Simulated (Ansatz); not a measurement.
The parent structure is GaP in the zinc blende structure (space group F-43m, No. 216).

```yaml
crystal:
  lattice:
    - [0.00000, 2.69570, 2.69570]
    - [2.69570, 0.00000, 2.69570]
    - [2.69570, 2.69570, 0.00000]
  atoms:
    - { symbol: Ga, position: [0.00000, 0.00000, 0.00000] }
    - { symbol: P, position: [0.25000, 0.25000, 0.25000] }
```

Cartesian axes are those of the cell as printed.

All numbers come from LDA (Ansatz, a program for electronic structure; PAW; 420 eV plane waves; no spin-orbit coupling).

Before the change:

```
Item                                 Value
---------------------  -------------------
Band gap                           1.38 eV
Valence-band top at Γ  0.00, 0.00, 0.00 eV
Pressure                         -0.01 GPa
```

Modification: tensor shear ε_xy = +0.57 % (engineering shear γ = 0.0114), atoms relaxed at fixed cell.

Task: How does this affect the energy relative to the base?

Result: The energy grows by 0.6 meV/atom.

Task: What does the calculation give for the band gap after the change?

Result: The band gap falls by 0.058 eV to 1.33 eV.

Task: How does this affect the valence-band top at Γ?

Result: The valence-band top at Γ (three highest levels, from the VBM) goes from 0.00, 0.00, 0.00 eV to 0.00, -0.05, -0.09 eV.

Task: Predict the new pressure.

Result: The pressure (mean of the normal stresses, compression positive) hardly moves (-0.01 GPa against 0.00 GPa).

The cells carry an imposed strain or load. No phonon test of stability was made.
